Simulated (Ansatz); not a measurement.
We consider TaAl (model structure, Fm-3m, No. 225, 2 atoms in the cell), described by LDA (plane waves, PAW; Ansatz, a program for electronic structure).

Settings: plane-wave cutoff 520 eV, 18×18×18 k mesh, Fermi–Dirac smearing 0.05 eV, scalar-relativistic PAW data made under PBE.

Cell (relaxed at this level):

```cif
data_Al4Ta4
_chemical_formula_sum 'Ta4 Al4'
_space_group_name_H-M_alt 'Fm-3m'
_space_group_IT_number 225
_space_group_name_Hall '-F 4 2 3'
_cell_length_a 5.18549
_cell_length_b 5.18549
_cell_length_c 5.18549
_cell_angle_alpha 90.000
_cell_angle_beta 90.000
_cell_angle_gamma 90.000
loop_
_atom_site_label
_atom_site_type_symbol
_atom_site_symmetry_multiplicity
_atom_site_Wyckoff_symbol
_atom_site_fract_x
_atom_site_fract_y
_atom_site_fract_z
_atom_site_occupancy
Ta1 Ta 4 a 0.00000 0.00000 0.00000 1
Al1 Al 4 b 0.50000 0.50000 0.50000 1
```
(The calculation used a cell of 2 atoms; values per cell refer to that cell.)

Estimate the bulk modulus B0 that the calculation returns.


bulk modulus B0: 137 GPa

The run finds no gap.

Note: the bulk modulus is −V dP/dV from two relaxed cells at ±2 % in volume; the relaxation could raise the start's symmetry but not lower it, so the cell can be a saddle point.

Spin–orbit coupling is not included.

Cost on a shared machine: around 19 core-seconds (rough).

A model structure was made by putting elements into a prototype or built by hand; it is no filed structure, need not be a known phase, and can be a saddle point held by its symmetry.
